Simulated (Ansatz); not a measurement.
System: MgS (model structure, within 0.1 Å of P4/mmm, No. 123, 4 atoms in the cell). Method: r²SCAN+rVV10 (Ansatz, a program for electronic structure, plane waves, PAW).

Run with plane-wave cutoff 560 eV, 14×14×12 k mesh (along the axes of the cell as run), Fermi–Dirac smearing 0.05 eV, scalar-relativistic PAW data made under PBE.

Cell (relaxed at this level):

```cif
data_Mg2S2
_chemical_formula_sum 'Mg2 S2'
_space_group_name_H-M_alt 'P 1'
_space_group_IT_number 1
_cell_length_a 4.92326
_cell_length_b 4.92326
_cell_length_c 4.52835
_cell_angle_alpha 90.000
_cell_angle_beta 90.000
_cell_angle_gamma 90.000
loop_
_space_group_symop_operation_xyz
  'x, y, z'
loop_
_atom_site_label
_atom_site_type_symbol
_atom_site_fract_x
_atom_site_fract_y
_atom_site_fract_z
_atom_site_occupancy
Mg1 Mg 0.50000 0.00000 0.00007 1
Mg2 Mg 0.00000 0.50000 0.99993 1
S1 S 0.00000 0.00000 0.00000 1
S2 S 0.50000 0.50000 0.00000 1
```

**Question.** Predict the band gap.

**Answer.** 
* **band gap**: 2.30 eV (on the SCF k mesh)

The result took about 13 core-minutes (a rough figure).

A model structure was made by putting elements into a prototype or built by hand; it is no filed structure, need not be a known phase, and can be a saddle point held by its symmetry.
